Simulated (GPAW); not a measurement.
**A self-consistent single point of Ge (Fd-3m, 2 atoms in the cell) with GPAW**

Level of theory: PBE, GPAW PAW datasets PBE (gpaw-data 1.0.1) (plane waves; GPAW 25.7.0).

Input:

```python
from ase import Atoms
from ase.units import GPa
from gpaw import GPAW

atoms = Atoms(['Ge', 'Ge'],
              cell=[[0.000000, 2.820117, 2.820117],
                    [2.820117, 0.000000, 2.820117],
                    [2.820117, 2.820117, 0.000000]],
              scaled_positions=[[0.500000, 0.500000, 0.500000],
                                [0.750000, 0.750000, 0.750000]],
              pbc=True)

calc = GPAW(mode={'name': 'pw', 'ecut': 550},
            xc='PBE',
            kpts={'size': (8, 8, 8), 'gamma': True},
            occupations={'name': 'fermi-dirac', 'width': 0.1},
            nbands=-10,
            convergence={'forces': 0.001},
            symmetry={'symmorphic': False, 'tolerance': 0.0005},
            maxiter=120)

atoms.calc = calc

energy = atoms.get_potential_energy()
print('Energy (eV):', round(energy, 6))
forces = atoms.get_forces()
print('Forces (eV/Ang):')
print(forces.round(5))
stress = atoms.get_stress()
print('Stress (GPa, Voigt):', (stress / GPa).round(4))
```

Output (repeated stretches shortened):

```
Input parameters:
  convergence: {forces: 0.001}
  kpts: {gamma: True,
         size: (8, 8, 8)}
  maxiter: 120
  mode: {ecut: 550,
         name: pw}
  nbands: -10
  occupations: {name: fermi-dirac,
                width: 0.1}
  symmetry: {symmorphic: False,
             tolerance: 0.0005}
  xc: PBE

species:
  Ge:
    name: Germanium
    Z: 32.0
    valence: 4
    core: 28
    charge: 0.0
    file: Ge.PBE.gz

    # Using partial waves for Ge as LCAO basis

Reference energy: -114195.275705  # eV

Spin-paired calculation

Convergence criteria:
 Maximum [total energy] change in last 3 cyles: 0.0005 eV / valence electron
 Maximum integral of absolute [dens]ity change: 0.0001 electrons / valence electron
 Maximum integral of absolute [eigenst]ate change: 4e-08 eV^2 / valence electron
 Maximum change in the atomic [forces] across last 2 cycles: 0.001 eV/Ang OR
Maximum error relative to the maximum force is below inf
 Maximum number of scf [iter]ations: 120

Symmetries present (total): 48
Symmetries with fractional translations: 24
512 k-points: 8 x 8 x 8 Monkhorst-Pack grid + [1/16,1/16,1/16]
29 k-points in the irreducible part of the Brillouin zone
       k-points in crystal coordinates                weights
   0:     0.00000000    0.00000000    0.00000000          1/512
   1:     0.12500000    0.12500000    0.00000000          6/512
   2:     0.12500000    0.12500000    0.12500000          8/512
   [... 7 lines left out ...]
          ...
  28:     0.50000000    0.50000000    0.50000000          4/512

Wave functions: Plane wave expansion
  Cutoff energy: 550.000 eV
  Number of coefficients (min, max): 1298, 1363
  Pulay-stress correction: 0.000000 eV/Ang^3 (de/decut=0.000000)

Occupation numbers: Fermi-Dirac:
  width: 0.1000  # eV

Eigensolver

Densities:
  Coarse grid: 24*24*24 grid
  Fine grid: 48*48*48 grid
  Total Charge: 0.000000

Density mixing:
  Method: separate
  Backend: pulay
  Linear mixing parameter: 0.05
  old densities: 5
  Damping of long wavelength oscillations: 50

Hamiltonian:
  XC and Coulomb potentials evaluated on a 48*48*48 grid
  External potential:
    NoExternalPotential

XC parameters: PBE with 2 nearest neighbor stencil

Number of atoms: 2
Number of atomic orbitals: 8
Number of bands in calculation: 14
Number of valence electrons: 8
Bands to converge: occupied

Density initialized from atomic densities
  8 bands from LCAO basis set
  6 bands from random numbers

Atomic positions and initial magnetic moments

Positions:
   0 Ge     2.820117    2.820117    2.820117    ( 0.0000,  0.0000,  0.0000)
   1 Ge     4.230176    4.230176    4.230176    ( 0.0000,  0.0000,  0.0000)

Unit cell:
           periodic     x           y           z      points  spacing
  1. axis:    yes    0.000000    2.820117    2.820117    24     0.1357
  2. axis:    yes    2.820117    0.000000    2.820117    24     0.1357
  3. axis:    yes    2.820117    2.820117    0.000000    24     0.1357

  Lengths:   3.988248   3.988248   3.988248
  Angles:   60.000000  60.000000  60.000000

Effective grid spacing dv^(1/3) = 0.1480

     iter     time        total  log10-change:
                         energy   eigst   dens  force
iter:   1 --:--:--    -9.018673
iter:   2 --:--:--    -9.015649   -2.72  -0.88
iter:   3 --:--:--    -8.990029   -2.32  -0.90
iter:   4 --:--:--    -8.983912   -4.00  -1.63
iter:   5 --:--:--    -8.984592   -3.68  -1.84
iter:   6 --:--:--    -8.983008c  -4.42  -1.98
iter:   7 --:--:--    -8.983008c  -6.35  -3.13
iter:   8 --:--:--    -8.983025c  -6.11  -3.03
iter:   9 --:--:--    -8.983025c  -7.74c -3.85
iter:  10 --:--:--    -8.983025c  -8.99c -4.34c
iter:  11 --:--:--    -8.983026c  -8.88c -4.35c -16.35c

Converged after 11 iterations.

Dipole moment: (3.668064, 3.668064, 3.668064) |e|*Ang

Energy contributions relative to reference atoms: (reference = -114195.275705)

Kinetic:        +27.409192
Potential:      -24.388591
External:        +0.000000
XC:             -12.007864
Entropy (-ST):   -0.003293
Local:           +0.005884
SIC:             +0.000000
--------------------------
Free energy:     -8.984672
Extrapolated:    -8.983026

Showing only first 2 kpts
 Kpt  Band  Eigenvalues  Occupancy
  0     2      6.07941    1.33274
  0     3      6.07941    1.33274
  0     4      6.25669    0.50663
  0     5      8.64211    0.00000

  1     2      5.19023    1.99986
  1     3      5.19023    1.99986
  1     4      7.98645    0.00000
  1     5      8.42608    0.00000

Fermi level: 6.14859

Gap: 0.177 eV
Transition (v -> c):
  (s=0, k=0, n=3, [0.00, 0.00, 0.00]) -> (s=0, k=0, n=4, [0.00, 0.00, 0.00])
No difference between direct/indirect transitions
Energy (eV): -8.983026

Forces in eV/Ang:
  0 Ge    0.00000    0.00000    0.00000
  1 Ge    0.00000    0.00000    0.00000

Stress tensor:
    -0.029231     0.000000    -0.000000
     0.000000    -0.029231     0.000000
    -0.000000     0.000000    -0.029231
Stress (GPa, Voigt): [-4.6833 -4.6833 -4.6833  0.     -0.      0.    ]
```

The run converged in 11 iterations. GPAW prints stress with tension positive.

The starting cell comes from a database of computed structures (which also holds hypothetical and non-ambient phases and stackings), without a prior relaxation at this level. Its lattice was rescaled by a random factor within 2.5 % of one. With a pressure of about 5 GPa the cell is away from its equilibrium volume at this level. The log's line on a gap gives a spacing of levels on this mesh, which the program prints for metals too.
